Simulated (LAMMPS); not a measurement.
Consider a symmetric tilt boundary about [001] in Si (diamond structure), boundary plane (320) of one grain on (3-20) of the other (0 K).

Computed with classical force field (static), pair style tersoff, file SiC_Erhart-Albe.tersoff; code LAMMPS.

| Item | Result |
|---|---|
| boundary energy (lowest found) | 0.901 J/m² |
| excess volume | 0.07 Å |
| Σ | 13 |
| rotation about the axis | 67.38 ° |
| disorientation (full cubic symmetry) | 22.62 ° |
| largest excess energy of an atom | 0.30 eV |
| lattice constant at 0 K | 5.429 Å |
| cost | around 4 core-minutes (rough) |

Potential: file SiC_Erhart-Albe.tersoff of the LAMMPS distribution; its header cites Erhart and Albe, Phys Rev B, 71, 035211 (2005).

Caution: the lowest energy was reached by 1 of 151 starts, so a lower structure may have been missed.
